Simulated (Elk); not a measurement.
Elk run on Sr₂Ir (Fm-3m, 3 atoms in the cell): self-consistent single point.

Method: LDA (PW92), spin-orbit coupling in second variation, all-electron FP-LAPW, Elk's shipped species files, APW+lo basis with extra local orbitals (Elk).

```yaml
crystal:
  lattice:
    - [0.00000, 3.58442, 3.58442]
    - [3.58442, 0.00000, 3.58442]
    - [3.58442, 3.58442, 0.00000]
  atoms:
    - { symbol: Sr, position: [0.75000, 0.75000, 0.75000] }
    - { symbol: Sr, position: [0.25000, 0.25000, 0.25000] }
    - { symbol: Ir, position: [0.00000, 0.00000, 0.00000] }
```

Reference input (self-consistent single point, DFT, LDA (PW92), all-electron FP-LAPW, Elk's shipped species files, APW+lo basis with extra local orbitals): rgkmax = 7.5; stype = 0; swidth = 0.00499791 Ha; ngridk = 6 6 6; tforce = true; gmaxvr = 18 1/bohr; lmaxapw = 10; lmaxo = 8; nxlo = 2; lorbcnd = true; lradstp = 2; nrmtscf = 2. This run's input differs from it in these lines:

```diff
@@ -2,2 +2,5 @@
   0
+
+spinorb
+  .true.
 
@@ -33,2 +36,5 @@
 
+nempty
+  10
+
 stype
```

Output, abridged:

```
│ Self-consistent loop started │
│ Loop number : 1 │
 total energy                :     -24243.4881298
 total moment                :   0.5232704419E-20  0.2910831817E-19 -0.6046237781E-21
│ Loop number : 2 │
 total energy                :     -24242.3527626
 total moment                :  -0.1696951833E-19 -0.7303997397E-20  0.1230084422E-20
RMS change in Kohn-Sham potential (target) :   0.1073886314     (  0.1000000000E-05)
Absolute change in total energy (target)   :    1.135367186     (  0.1000000000E-03)
│ Loop number : 3 │
 total energy                :     -24228.7607658
   [... lines left out ...]
 total energy                :     -24200.4870148
 total moment                :   0.1767968700E-19  0.1848261380E-19  0.2603872757E-20
RMS change in Kohn-Sham potential (target) :   0.9546613447E-07 (  0.1000000000E-05)
Absolute change in total energy (target)   :   0.2439698001E-03 (  0.1000000000E-03)
│ Loop number : 18 │
 total energy                :     -24200.4870268
 total moment                :  -0.6396109048E-20  0.3187472311E-19 -0.4616782699E-20
RMS change in Kohn-Sham potential (target) :   0.1332443030E-07 (  0.1000000000E-05)
Absolute change in total energy (target)   :   0.4899570922E-04 (  0.1000000000E-03)
Convergence targets achieved

│ Loop number : 19 │

Energies :
 Fermi                       :     0.195156814796
 xc effective B-field        :    -0.107134685680E-09
 external B-field            :      0.00000000000
 total energy                :     -24200.4870336
 (external B-field energy excluded from total)

Density of states at Fermi energy :    93.53910171
 (states/Hartree/unit cell)

Estimated indirect band gap :   0.3350782964E-02
 from k-point      6 to k-point      8
Estimated direct band gap   :   0.3274224119E-01
 at k-point      5

Charges :
 core                        :    104.0000000
 valence                     :    49.00000000
 interstitial                :    4.493877021
 muffin-tins (core leakage)
  species :    1 (Sr)
   atom    1                 :    36.06865150     (  0.2912575585E-04)
   [... lines left out ...]
 total moment                :  -0.6279093702E-20  0.5670025109E-19  0.1288981122E-20
   [... lines left out ...]
   total force               :    -0.00000000   -0.00000000   -0.00000000
   total magnitude           :     0.00000000
 species :    2 (Ir)
  atom :    1
   Hellmann-Feynman          :     0.00000000   -0.00000000   -0.00000000
   IBS                       :    -0.00000000    0.00000000    0.00000000
   total force               :     0.00000000    0.00000000    0.00000000
   total magnitude           :     0.00000000
```

The run converged in 19 iterations. The count includes the last loop, which Elk runs after its targets are met. 

The starting cell comes from a database of computed structures (which also holds hypothetical and non-ambient phases and stackings), without a prior relaxation at this level. Its lattice was rescaled by a random factor within 2.5 % of one. Values depend on the basis (sphere radii, cutoffs, local orbitals), which need not be converged. The log's line on a gap gives a spacing of levels on this mesh, which the program prints for metals too.

Cost on one core of a shared machine: roughly 5 min.
